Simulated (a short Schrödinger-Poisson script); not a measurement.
Stack: gated Al0.33Ga0.67As/GaAs δ-doped gas, at 20 K.

| layer | material | thickness (nm) | Na (cm⁻³) |
|---|---|---|---|
| 1 | Al0.33Ga0.67As | 15 | - |
| 2 | Al0.33Ga0.67As | 3 | - |
| 3 | GaAs | 6000 | 1e14 |

The device is made up for the run: typed textbook-type constants, with dimensions and the other settings drawn at random. Al0.33Ga0.67As: permittivity 11.96, conduction-band edge (eV) 0.261, gap (eV) 1.836, electron mass (mₑ) 0.0944, Nv at 300 K (cm⁻³) 9e18. GaAs: permittivity 12.9, conduction-band edge (eV) 0, gap (eV) 1.424, Nv at 300 K (cm⁻³) 9e18.

Channel valleys (confinement mass, in-plane density-of-states mass, number): Γ 0.067, 0.067, 1. At the gate the conduction-band edge of layer 1 lies 1.01 eV − eVg above the Fermi level of the channel; the field vanishes at the back. Sheet of ionised δ-doping: +1.9e12 e/cm² at 15 nm from the gate. The barrier under the gate holds no holes. Gaps are held at their typed values at every temperature. Mesh 0.08 nm at interfaces.

Solved with a short Schrödinger-Poisson script written for these runs: 1D Poisson equation in equilibrium, electrons quantum, Hartree (BenDaniel-Duke, 40 states a valley, the channel's in-plane mass for all, wave functions free to enter the barrier), parabolic valleys, classical holes, full ionisation, no traps, pinning or gate leakage.

The same stack at other levels of the model or other numerical settings:

```csv
run,sheet density of all electrons at Vg = 0.5 V (cm⁻²),capacitance at Vg = 0.5 V (μF/cm²),centroid of the channel electrons at Vg = 0.5 V (nm),gate voltage at 1e11 electrons/cm² (V),rough cost against the base
base,4.03e11,0.440,7.85,0.39,about 1
"electrons treated as classical, Boltzmann",5.74e11,0.575,0.90,0.37,0.03
"electrons treated as classical, Fermi-Dirac",4.44e11,0.453,5.35,0.38,0.2
"electrons treated as quantum, Hartree plus LDA exchange-correlation",4.26e11,0.450,7.34,0.39,about 1
mesh six times as coarse,4.03e11,0.440,7.84,0.39,0.2
one subband a valley,4.03e11,0.438,7.71,0.39,0.3
```

The classical rows ignore confinement, and Boltzmann statistics overrate the density once the band edge passes the Fermi level.
